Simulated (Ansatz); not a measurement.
CsCl-type RuAl, treated with LDA (plane waves, PAW; Ansatz, a first-principles code).

Settings: plane-wave cutoff 520 eV, 22×22×22 k mesh, Fermi–Dirac smearing 0.058 eV (set by the program), no spin polarisation, scalar-relativistic PAW data made under PBE.

The cell has the measured lattice: a = 2.992 Å, b = 2.992 Å, c = 2.992 Å, α = 90.00°, β = 90.00°, γ = 90.00°.

### Question
Estimate the Poisson ratio, Young modulus, elastic constant C12, polycrystal shear modulus (Hill average), elastic constant C44 and elastic constant C11 that the calculation returns.

### Answer

- Poisson ratio = 0.271
- Young modulus = 268 GPa
- elastic constant C12 = 140 GPa
- polycrystal shear modulus (Hill average) = 106 GPa
- elastic constant C44 = 124 GPa
- elastic constant C11 = 306 GPa

Note: the cell isn't this level's own, so it is under some stress, which shifts stiffness and frequencies.

Elastic constants are with the ions relaxed.

Static lattice: no zero-point or thermal effects.

Computing time: around 2.1 core-minutes (rough).
